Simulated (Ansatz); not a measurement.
System: N-vacancy pair (N on one host O site, one O site vacant) in monoclinic ZrO2 (charge state +1). Method: PBE, PAW (plane waves to 420 eV; Ansatz, a quantum-chemistry and plane-wave program).

Settings: 96 host sites, the relaxed PBE lattice, the Γ point alone, smearing 0.01 eV, spin-restricted, no image-charge correction. Energies are static. The charge state is imposed; whether it is stable for some Fermi level was not computed. Forms of the defect that were not tried may lie lower. The start lies 1.09 eV above the lowest site run (PBE).

Barriers: single points on a 2×2×2 k-point mesh shifted by half a step at the bands' geometries.

Relaxed starting cell (atoms counted from 1):

```
CELL_PARAMETERS angstrom
     10.37868     0.00000     0.00000
      0.00000    10.48354     0.00000
     -1.80708     0.00000    10.60481
ATOMIC_POSITIONS crystal
  Zr 0.12648 0.23029 0.34349
  Zr 0.13580 0.22845 0.85443
  Zr 0.13870 0.72477 0.35535
  Zr 0.13673 0.72941 0.85542
  Zr 0.63821 0.22647 0.35425
  Zr 0.64026 0.22644 0.85587
  Zr 0.64241 0.72741 0.35423
  Zr 0.63633 0.72850 0.85552
  Zr 0.36272 0.27146 0.14550
  Zr 0.37091 0.28067 0.65866
  Zr 0.36186 0.76937 0.14182
  Zr 0.36141 0.77036 0.64521
  Zr 0.85693 0.27266 0.14083
  Zr 0.85992 0.27199 0.64525
  Zr 0.86259 0.77128 0.14472
  Zr 0.85492 0.76930 0.64590
  Zr 0.36455 0.47461 0.39571
  Zr 0.35878 0.48162 0.89823
  Zr 0.36607 0.96741 0.38795
  Zr 0.36202 0.97833 0.89311
  Zr 0.85958 0.47728 0.39406
  Zr 0.86224 0.47915 0.89555
  Zr 0.87250 0.98206 0.39477
  Zr 0.86218 0.97737 0.89446
  Zr 0.13790 0.02081 0.10431
  Zr 0.12248 0.01493 0.61122
  Zr 0.13679 0.52095 0.10549
  Zr 0.13286 0.52378 0.60781
  Zr 0.63772 0.01978 0.10450
  Zr 0.63729 0.02104 0.60270
  Zr 0.63655 0.52209 0.10456
  Zr 0.63819 0.52265 0.60452
  N  0.06031 0.08061 0.43247
  O  0.03415 0.08317 0.92317
  O  0.03459 0.58042 0.42407
  O  0.03253 0.58623 0.92414
  O  0.52643 0.08989 0.42673
  O  0.53037 0.08926 0.92459
  O  0.53304 0.58712 0.42341
  O  0.52981 0.58958 0.92606
  O  0.46682 0.41198 0.07420
  O  0.46940 0.41789 0.57699
  O  0.46741 0.91122 0.07142
  O  0.46520 0.91512 0.57243
  O  0.96512 0.41544 0.07514
  O  0.96782 0.41019 0.57385
  O  0.96773 0.91353 0.07590
  O  0.95913 0.91441 0.58007
  O  0.46976 0.33732 0.32369
  O  0.47123 0.34361 0.82638
  O  0.47089 0.83692 0.32033
  O  0.46801 0.83913 0.82251
  O  0.96152 0.33735 0.31990
  O  0.96692 0.33672 0.82653
  O  0.96772 0.83221 0.32809
  O  0.96517 0.83517 0.82474
  O  0.03041 0.16655 0.16448
  O  0.02662 0.16125 0.68116
  O  0.03361 0.66341 0.17539
  O  0.03045 0.66381 0.67342
  O  0.53246 0.15992 0.17620
  O  0.52939 0.16279 0.67494
  O  0.53345 0.66285 0.17497
  O  0.53300 0.66496 0.67396
  O  0.24035 0.33821 0.48998
  O  0.22416 0.37114 0.98878
  O  0.23089 0.86871 0.48858
  O  0.22525 0.87137 0.98716
  O  0.72471 0.37126 0.48745
  O  0.72429 0.37083 0.98698
  O  0.72488 0.87159 0.48648
  O  0.72567 0.87156 0.98682
  O  0.27495 0.12799 0.01001
  O  0.27379 0.62762 0.01235
  O  0.27275 0.62065 0.51401
  O  0.77307 0.12737 0.01028
  O  0.77363 0.12793 0.51072
  O  0.77369 0.62813 0.01198
  O  0.77568 0.62737 0.51123
  O  0.27566 0.12038 0.26830
  O  0.27478 0.12274 0.74849
  O  0.27641 0.62101 0.26358
  O  0.27309 0.62319 0.76332
  O  0.77745 0.12209 0.26162
  O  0.77221 0.12098 0.76121
  O  0.77571 0.62079 0.26196
  O  0.77375 0.62232 0.76186
  O  0.22748 0.38061 0.23683
  O  0.22518 0.38157 0.74106
  O  0.22682 0.87502 0.23547
  O  0.22535 0.87484 0.73989
  O  0.72175 0.37821 0.23666
  O  0.72533 0.37867 0.73767
  O  0.72757 0.87830 0.23655
  O  0.72313 0.87857 0.73696
```
Cell charge +1.

End state 1 differs by these moves (Å; atoms that move under 0.08 Å are left out):

```csv
atom,element,Δx,Δy,Δz
1,Zr,0.23,0.12,0.03
7,Zr,-0.11,-0.04,-0.02
10,Zr,-0.14,-0.12,-0.21
13,Zr,0.04,-0.05,0.08
16,Zr,0.09,0.04,-0.03
18,Zr,0.05,-0.04,-0.05
19,Zr,-0.15,0.16,0.10
23,Zr,-0.32,-0.14,-0.04
26,Zr,0.22,0.00,0.06
33,N,1.73,0.47,0.71
34,O,-0.07,0.11,0.07
35,O,-0.05,0.08,0.00
45,O,0.05,-0.09,0.02
47,O,0.02,-0.05,-0.07
48,O,0.10,0.08,-0.21
50,O,-0.07,-0.09,-0.04
51,O,-0.09,-0.02,0.07
53,O,0.02,-0.12,0.16
55,O,0.00,0.16,-0.07
56,O,0.07,0.10,-0.07
57,O,-0.09,-0.21,0.32
58,O,0.05,-0.01,-0.09
65,O,-0.14,0.43,-0.05
67,O,-0.11,-0.02,0.04
75,O,0.03,0.08,-0.02
80,O,0.06,0.04,-0.15
81,O,-0.03,-0.03,0.16
89,O,-0.02,-0.05,-0.07
90,O,-0.06,0.06,0.05
94,O,-0.08,-0.05,0.00
```

What is the computed forward and backward barriers to end state 1 (PBE, PAW)?

forward 0.18 eV, backward 1.27 eV; at the saddle point atom 33 has neighbours 2 Zr at 1.98 Å. The saddle point's order was not checked.
